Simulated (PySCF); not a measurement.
PySCF 2.14.0, unrestricted R2SCAN/def2-svpd, df: Mn(OH)(OMe) (C[O][Mn][OH]), charge 0, multiplicity 6, 8 atoms. The geometry is a generated start, not checked to be a minimum at this level.

```
Quantity                      Result
-------------------  ---------------
task                          energy
method                        r2scan
basis                      def2-svpd
two-electron scheme  density fitting
mol.max_memory               3000 MB
mf.max_cycle                     100
mf.conv_tol          1e-09 (default)
mf.grids.level           3 (default)
basis functions                  132
grid points                   102424
```

```xyz
8

Mn     0.8659     0.3989     1.0023
O      1.7829     0.7091     2.4910
H      2.2862     0.9582     3.2578
O     -0.1803    -0.0619    -0.3524
C     -1.0123    -0.4240    -1.3818
H     -1.2026     0.4295    -2.0472
H     -0.5634    -1.2311    -1.9774
H     -1.9765    -0.7787    -0.9922
```

Charge 0 and multiplicity 6 are set for this test and not shown to be the ground state.

With the defaults (mf.DIIS = CDIIS, mf.diis = true, mf.damp = 0, mf.diis_start_cycle = 1, mf.init_guess = minao, mf.diis_space = 8, mf.level_shift = 0) it converges in 26 Fock builds. One run each on 2 threads, 1 BLAS thread, with these changes:
- mf.diis = false
- mf.diis_space = 3
- mf.init_guess = mod_huckel
- mf.DIIS = EDIIS
- mf.init_guess = 1e
- mf.level_shift = 0.1 Hartree
- mf.damp = 0.7, mf.diis_start_cycle = 8
- mf.init_guess = atom
- mf.diis = false, mf.damp = 0.7, mf.diis_start_cycle = 999

Problem. Name the settings that don't reach the solution of the defaults.

Solution. No convergence: mf.DIIS = EDIIS; mf.diis = false; mf.diis = false, mf.damp = 0.7, mf.diis_start_cycle = 999 (the run ends without SCF convergence in 100 cycles). The rest reach the solution of the defaults.

```csv
setting,Fock builds,end
mf.init_guess = atom,25,same solution
the defaults,26,same solution
"mf.damp = 0.7, mf.diis_start_cycle = 8",26,same solution
mf.level_shift = 0.1 Hartree,27,same solution
mf.init_guess = mod_huckel,34,same solution
mf.init_guess = 1e,50,same solution
mf.diis_space = 3,84,same solution
mf.DIIS = EDIIS,101,no convergence
mf.diis = false,101,no convergence
"mf.diis = false, mf.damp = 0.7, mf.diis_start_cycle = 999",101,no convergence
```
